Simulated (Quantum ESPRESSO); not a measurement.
Troubleshooting Quantum ESPRESSO: a failed run on ZnSnN2 (Pna2_1, 16 atoms in the cell). The aim is a self-consistent single point with DFT, revPBE, plane waves, SSSP 1.1.2 efficiency (PBE) pseudopotentials.

The input file:

```fortran
&CONTROL
  calculation = 'scf'
  prefix = 'ZnSnN2'
  outdir = './out'
  pseudo_dir = './'
  verbosity = 'high'
  tprnfor = .true.
  tstress = .true.
/
&SYSTEM
  ibrav = 0
  nat = 16
  ntyp = 3
  ecutwfc = 50
  ecutrho = 400
  occupations = 'smearing'
  smearing = 'fd'
  degauss = 0.0099958
  nbnd = 86
  input_dft = 'revpbe'
/
&ELECTRONS
  conv_thr = 1.0d-9
  mixing_beta = 0.5
/
ATOMIC_SPECIES
Zn    65.3800  Zn_pbe_v1.uspp.F.UPF
Sn   118.7100  Sn_pbe_v1.uspp.F.UPF
N     14.0070  N.pbe-n-radius_5.UPF
ATOMIC_POSITIONS {alat}
Zn    0.5830600000    1.0069456785    0.9350539196
Zn    0.4169400000    0.1439151461    0.4669699399
Zn    0.9169400000    0.4315152662    0.4669699399
Zn    0.0830600000    0.7193455585    0.9350539196
Sn    0.5884000000    0.4316418609    0.9354845568
Sn    0.4116000000    0.7192189638    0.4674005771
Sn    0.9116000000    1.0070722732    0.4674005771
Sn    0.0884000000    0.1437885514    0.9354845568
N     0.5824000000    0.4308477669    0.3541991475
N     0.4176000000    0.7200130577    0.8222831272
N     0.9176000000    1.0062781793    0.8222831272
N     0.0824000000    0.1445826454    0.3541991475
N     0.5797200000    1.0079124016    0.3497149029
N     0.4202800000    0.1429484230    0.8177988827
N     0.9202800000    0.4324819893    0.8177988827
N     0.0797200000    0.7183788354    0.3497149029
K_POINTS {automatic}
4 3 4  1 1 1
CELL_PARAMETERS {angstrom}
   5.8542700000     0.0000000000     0.0000000000
   0.0000000000     6.7374500000     0.0000000000
   0.0000000000     0.0000000000     5.4805800000
```

Output (repeated stretches shortened):

```
 %%%%%%%%%%%%%%%%%%%%%%%%%%%%%%%%%%%%%%%%%%%%%%%%%%%%%%%%%%%%%%%%%%%%%%%%%%%%%%
     Error in routine setup (1):
     too few bands
 %%%%%%%%%%%%%%%%%%%%%%%%%%%%%%%%%%%%%%%%%%%%%%%%%%%%%%%%%%%%%%%%%%%%%%%%%%%%%%

     stopping ...
```

Task: From the messages shown, name the fault and mend the input.

Result: The fault is too few bands; here the program stops on it instead of giving results. To fix it, raise the band count or leave it to the default. The program stopped before any SCF iteration.

The sound input it was made from differs as follows (other fixes are possible):
```diff
-  nbnd = 86
```

With that input, the run converged in 15 iterations: free energy E − TS -36207.3292 eV; top of the valence band (on the code's own zero) 10.46 eV; gap on the k-point mesh 1.57 eV; pressure 6.30 GPa; largest force (vector length) 0.111 eV/Å (DFT, revPBE, plane waves, SSSP 1.1.2 efficiency (PBE) pseudopotentials).

On the sound input: the starting cell comes from a database of computed structures (which also holds hypothetical and non-ambient phases and stackings), without a prior relaxation at this level. With a pressure of about 6 GPa the cell is away from its equilibrium volume at this level. The shifted mesh does not hold Γ, so a gap read on it misses any band edge there.
